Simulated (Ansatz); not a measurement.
The starting structures come from a database of crystals and need not be the phases stable at ambient conditions.

## Evanescent states of AgI (Fm-3m, rock salt, 2 atoms a cell, 29.3 Å³ an atom, -3 GPa at this level) along the normal of (111)

Level of theory: PBEsol (plane waves, PAW; Ansatz, an electronic-structure program).

No gap correction and no spin-orbit coupling; mid-gap is the computed energy nearest the middle.

Energies count from the valence-band top; κ is the least over a 12×12 mesh across the current.

| E (eV) | κ (1/Å) | where |
|---|---|---|
| 0.03 | 0.043 | off Γ |
| 0.07 | 0.073 | off Γ |
| 0.12 | 0.093 | off Γ |
| 0.17 | … | off Γ |
| 0.23 | … | off Γ |
| 0.28 | … | Γ |
| 0.33 | … | Γ |
| 0.38 | … | Γ |
| 0.42 | … | Γ |
| 0.47 | … | off Γ |
| 0.53 | 0.085 | off Γ |
| 0.57 | 0.062 | off Γ |
| 0.62 | 0.020 | off Γ |

Some entries are withheld; supply them.


- 0.17, κ (1/Å): 0.109
- 0.23, κ (1/Å): 0.122
- 0.28, κ (1/Å): 0.127
- 0.33, κ (1/Å): 0.123
- 0.38, κ (1/Å): 0.118
- 0.42, κ (1/Å): 0.113
- 0.47, κ (1/Å): 0.102
